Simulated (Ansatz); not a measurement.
Amorphous Si24O51Mo, 76 atoms at 2.30 g/cm³, one PBE-relaxed geometry, zone centre. Methods: PBE, scalar-relativistic without spin-orbit coupling (Ansatz, a first-principles code); r2SCAN, scalar-relativistic without spin-orbit coupling (Ansatz); HSE06, scalar-relativistic without spin-orbit coupling (Ansatz). Plane waves to 420 eV (r2SCAN 500 eV); exact exchange is cut at the cell's faces. At PBE the levels at both edges of the gap are localised (band-tail or defect states), and the nearest spread-out levels lie 5.5 eV apart at the zone centre. The higher rungs were started with moments on some atoms, which died out.

The cell was made by melting and quenching with the CHGNet potential and then relaxed with DFT. O atoms were pushed apart under 1.9 Å during the dynamics, to hinder bonds among them. The hot cell started wider than the set density and was brought back towards it in steps. It is the lowest in DFT energy of 2 quenches. It is a model cell: composition and starting density were chosen by hand, and all elements were melted together. No dispersion term was used. Its density started from a set value of 2.30 and ended at 2.30 g/cm³. Cooling (nominally 400 K/ps over its main leg) ran many orders faster than in experiment, which tends to leave more defects and strain. A cell of this size samples the disorder only roughly. The volume was held where the preparation left it and the shape relaxed, at a PBE pressure of 1.3 GPa. Stress components on the final sampling reach 1.4 GPa.

The relaxation ran on the zone centre alone. At PBE the gap between localised states is 0.42 eV on a 2×2×2 Γ-centred mesh, and the spacing at the zone centre alone 0.41 eV.

Question: What zone-centre spacing does r2SCAN give, roughly?

Answer: 0.66 eV (+0.25 eV against PBE).

Question: What zone-centre spacing does HSE06 give, roughly?

Answer: 1.82 eV (+1.40 eV against PBE).

The highest filled and the lowest empty state spread over these numbers of atoms (participation numbers): PBE: 1.4 and 2.7; r2SCAN: 1.4 and 2.6; HSE06: 1.4 and 2.7.
